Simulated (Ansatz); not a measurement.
Results of r²SCAN (Ansatz, a quantum-chemistry and plane-wave program, plane waves, PAW) for Mo (model structure, started from the simple cubic type, Pm-3m, No. 221, 1 atoms in the cell).

Input file:

Ansatz 0.2 input:
```yaml
crystal:
  lattice:
    - [2.604310896, 0.0, 0.0]
    - [0.0, 2.604310896, 0.0]
    - [0.0, 0.0, 2.604310896]
  atoms:
    - { symbol: Mo, position: [0.0, 0.0, 0.0] }
basis:
  ecutwfc: 560
  ecutrho_ratio: 4
  xc_grid: 3
kpoints:
  mp_grid: { grid: [22, 22, 22] }
hamiltonian:
  xc: r2scan
  dispersion: none
  pseudopotentials: { azcp: { folder: ./paw }, kind: paw }
scf:
  occupations: { method: fermi_dirac, width: 0.05 }
output:
  forces: false
  stress: true
  eigenvalues: true
relax:
  f_tol: 0.004
  escape_saddle: false
  max_steps: 80
```

From the output:

```
WARN output.stress: scf.convergence.dr2_threshold = 1e-7 eV (the SCF's general default) is looser than the 1e-10 eV advised for a printed stress (1e-10 eV for …
Relaxation: its limit of steps is 80 (relax.max_steps)
Crystal: 1 atoms, lattice volume = 17.664 Å³
Basis set: ecut = 560 eV, 515 PW (Γ), exchange–correlation on 72×72×72 points (27 copies of the dense FFT grid, shifted against one another)
Bands: 11, of which v1, the nominal top of the filled ones, is band 7 counted from 1 (6 counted from 0)
Symmetry: 48 space group operations
Space group: Pm-3m (ITA 221), of the structure as read, at distance tolerance 2.6e-5 Å
k-points: 364 of 10648
Initial density: superposition of atomic densities (chi_scale 0.1, normalization cell)
Functional: x = r2scan, c = r2scan; τ floored in thin density (d = 2e-4 eV/Å³)
SCF iter   1: F=—  HF=-4966.649698 eV  |F-HF|=—  |Δ(HF+E_count)|=         —  Δρ=8.25e-2  dr2=1.17e0  dr2_τ=3.39e-2
SCF iter   2: F=—  HF=-4966.412242 eV  |F-HF|=—  |Δ(HF+E_count)|=   2.37e-1  Δρ=4.51e-2  dr2=3.10e-1  dr2_τ=1.71e-2
  ...
SCF 1 converged in 7 iterations: F = -4966.410322 eV  dr2 = 5.58e-9
relax step   1: F+E_penalty+E_count = -4966.41032240 eV  Δ(F+E_penalty+E_count) = +0.000e0 eV  max|allowed force component| = 0.000e0 eV/Å  Δτ_max = 0.0000 Å  (7 SCF iters, accepted)
Crystal: 1 atoms, lattice volume = 17.664 Å³
Initial density: handed on by an earlier stage of this run
SCF iter   1: F=—  HF=-4966.410322 eV  |F-HF|=—  |Δ(HF+E_count)|=         —  Δρ=4.85e-6  dr2=5.58e-9  dr2_τ=2.69e-10
SCF iter   2: F=-4966.410322 eV  HF=-4966.410322 eV  |F-HF|=6.42e-10  |Δ(HF+E_count)|=  3.64e-10  Δρ=1.51e-6  dr2=3.17e-10  dr2_τ=1.39e-10
SCF 2 converged in 2 iterations: F = -4966.410322 eV  dr2 = 3.17e-10
SCF converged after 2 iterations
Free energy (F): -4966.410322 eV
Internal energy: -4966.401369 eV  (E = F + TS)
E sigma→0 (E₀):  -4966.405846 eV
Fermi energy:    18.134975 eV
--- Forces (eV/Å), atoms counted from 1 ---
  atom   1  Mo    -0.00000000     0.00000000     0.00000000
--- Stress (GPa, compression-positive) ---
       -3.770981       0.000000       0.000000
        0.000000      -3.770981       0.000000
        0.000000       0.000000      -3.770981
  P = ⅓ Tr σ = -3.7710 GPa (-37.710 kbar)
```

The cell is one volume of an energy–volume scan, off the minimum.

The PAW data were made under PBE.

Note: the run has no spin polarisation, so it can have missed a magnetic state. Note: the relaxation could raise the start's symmetry but not lower it, so the cell can be a saddle point.

The result took very roughly 13 core-seconds.

A model structure was made by putting elements into a prototype or built by hand; it is no filed structure, need not be a known phase, and can be a saddle point held by its symmetry.
